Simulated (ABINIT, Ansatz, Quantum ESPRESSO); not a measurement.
# CsPbCl₃ (Pm-3m, 5 atoms in the cell) computed with different codes at matched settings

Self-consistent single point.

```
CELL_PARAMETERS angstrom
      5.58442     0.00000     0.00000
      0.00000     5.58442     0.00000
      0.00000     0.00000     5.58442
ATOMIC_POSITIONS crystal
  Cs 0.00000 0.00000 0.00000
  Pb 0.50000 0.50000 0.50000
  Cl 0.00000 0.50000 0.50000
  Cl 0.50000 0.00000 0.50000
  Cl 0.50000 0.50000 0.00000
```

Shared settings, as Ansatz (a quantum-chemistry and plane-wave program) writes them: kpoints.mp_grid.grid = 3 3 3; magnetization.spin_orbit = true; scf.occupations.method = fixed. Potentials and cutoffs stand in the table.

| code | model | pressure (GPa) | cutoff |
|---|---|---|---|
| ABINIT | PBE, spin-orbit coupling, norm-conserving pseudopotentials (PseudoDojo nc-fr-04 PBE standard) | 1.70 | 58 Ry |
| Quantum ESPRESSO | PBE, spin-orbit coupling, PseudoDojo fully relativistic norm-conserving (PBE) pseudopotentials | 1.70 | 60 Ry |
| Ansatz | PBE with spin-orbit coupling, PAW files | 1.65 | default |

The spread over the programs that give each value: pressure within 0.05 GPa.

Ansatz's pressure is given at a fixed set of plane waves, as the other plane-wave codes print theirs.

The shared mesh is coarse (it stands for a supercell whose shortest vector is 17 Å), so the values are not converged in it.

This mesh misses zone-boundary points where a band edge of such crystals can lie, so no gaps are given.

The starting cell comes from a database of computed structures (which also holds hypothetical and non-ambient phases and stackings), without a prior relaxation at this level. Its lattice was rescaled by a random factor within 2.5 % of one.

Left out of this page: Elk and FLEUR (with a known weakness of the program); SIESTA (not drawn, or without a comparable value).

Keys are those of Ansatz 0.2.
